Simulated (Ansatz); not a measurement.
Results of BLYP in Ansatz (PAW) for ZrAl3 (I4/mmm, No. 139).

Numerical settings: plane-wave cutoff 520 eV, 20×20×20 k mesh, Fermi–Dirac smearing 0.05 eV, scalar-relativistic PAW data made under PBE.

Energies at three volumes about the minimum:

```csv
V (Å³/atom),E − E_lowest (meV/atom)
17.745,2.08
18.107,0.00
18.469,1.94
```

### Question
Fit a parabola by hand: where is the minimum, and what is the bulk modulus?

### Answer
Slopes: (0.00 − 2.08)/(18.107 − 17.745) = -5.746 and (1.94 − 0.00)/(18.469 − 18.107) = 5.359 meV/Å³. Curvature E″ = 2 × (5.359 − (-5.746))/(18.469 − 17.745) = 30.677 meV/Å⁶. From the middle of the first interval, the slope vanishes at V0 = 17.9260 − (-5.746)/30.677 = 18.113 Å³/atom. B = V0 E″ = 18.113 × 30.677 meV/Å³ × 0.1602 GPa per meV/Å³ = 89.0 GPa. The full Birch–Murnaghan fit to all volumes gives V0 = 18.107 Å³/atom and B0 = 88.8 GPa.

Shape and atoms are relaxed at each volume.

Measured, for comparison: equilibrium volume per atom 17.28 Å³/atom (temperature not stated, copied from a table, unchecked, no zero-point or thermal correction; as tabulated in Acta Crystallographica Section B 48, 11 (1992)). Computed less measured: equilibrium volume per atom not scored (unchecked).

Ansatz is a first-principles code.
